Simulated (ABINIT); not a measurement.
# Equation of state of rock-salt MgSe (space group 225): energy against volume (ABINIT, PBEsol)

```
MgSe
1.0
    0.00000     2.65073     2.65073
    2.65073     0.00000     2.65073
    2.65073     2.65073     0.00000
Mg Se
1 1
Cartesian
  0.00000   0.00000   0.00000
  2.65073   2.65073   2.65073
```

Computed with PBEsol, norm-conserving pseudopotentials (PseudoDojo nc-sr-04 PBEsol standard) (plane waves; ABINIT 10.0.3). Settings: pseudos = [Mg.upf, Se.upf]; ecut = 56 Ha; ixc = -116133; occopt = 3; tsmear = 0.00036749 Ha; ngkpt = 10 10 10; nshiftk = 1; shiftk = 0 0 0; potentials = PseudoDojo nc-sr-04 PBEsol standard; nband = 18; kptopt = 1; nstep = 50; tolvrs = 1e-10. The cell above is the first row's. The rows scale it uniformly. In all rows fractional positions and the k mesh are held. E is the free energy at the stated smearing, counted from the lowest row.

| V (Å^3/atom) | E (meV/atom) |
|---|---|
| 18.625 | ? |
| 19.030 | 16.33 |
| 19.435 | 7.00 |
| 19.840 | 1.68 |
| 20.245 | 0.00 |
| 20.650 | 1.60 |
| 21.054 | 6.15 |
| 21.459 | 13.38 |
| 21.864 | 23.02 |

Q: Fit E against V with the third-order Birch-Murnaghan form, a cubic in V^(-2/3), and predict the withheld value at V = 18.625.

A: With u = V^(-2/3) - 0.134, the rows have u = 0.006295, 0.004339, 0.002450, 0.000624, -0.001142, -0.002847, -0.004503, -0.006107. Least squares gives E = 0.206 - 642.8·u + 507765·u² + 207632·u³. Residuals (row less fit): -0.003, 0.006, -0.002, -0.003, -0.002, 0.003, 0.002, -0.002; standard error 0.005 (degrees of freedom: 4). Its minimum lies at u = 0.000633, so V0 = (0.134633)^(-3/2) = 20.24. There d²E/du² = 1016000 and d³E/du³ = 1246000, so B0 = (4/9) × 20.24^(-7/3) × 1016000 × 0.160218 = 64.8 GPa (the last factor turns the table's units into GPa), and B0' = 4 + (2/3) × 0.134633 × (1246000)/1016000 = 4.1. The program's pressures in the fitted runs (not shown) pass through zero at V = 20.24, 0.01 % from this V0. At the withheld row, u = 0.008321, so E = 0.206 - 642.8 × 0.008321 + 507765 × 0.008321² + 207632 × 0.008321³ = 30.134 meV/atom. The calculation gives 30.13 meV/atom, which the fit meets to the printed digits. The row lies outside the fitted rows, so this is an extrapolation. From the scatter of the fitted rows alone, a prediction at this place has a standard error of 0.013 meV/atom, so the miss is 0.3 times that.

Carrying the step between the two nearest rows on in a straight line would have given 25.66, off by 4.47; series whose last step already gives the withheld value aren't shown. The scan was laid around a cell of about the measured size, scaled by a guess for this functional. This is one of several polymorphs. The runs keep the symmetry of the cell, so they don't test it for distortions. Cutoffs and mesh are single choices, not tested for convergence of this quantity. Series with a scatter that would blur these digits, or in which a gap closes, are not shown. Nor are scans whose minimum lies at an end fitted in this form.
